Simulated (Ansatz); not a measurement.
## Equilibrium volume per atom of WGe (model structure, started from the CrB type, Cmcm, No. 63, 4 atoms in the cell) at several levels of theory

No measured value is used here.

```csv
level (code),value (Å³/atom)
PBE (Ansatz),15.89
PBEsol (Ansatz),15.34
PBE-D3(BJ) (Ansatz),15.37
```

Density-functional levels without +SOC have no spin–orbit coupling. Ansatz's density-functional and Hartree–Fock values are scalar-relativistic unless marked +SOC, with PAW data made under PBE.

A model structure was made by putting elements into a prototype or built by hand; it is no filed structure, need not be a known phase, and can be a saddle point held by its symmetry.

Ansatz is a first-principles code.
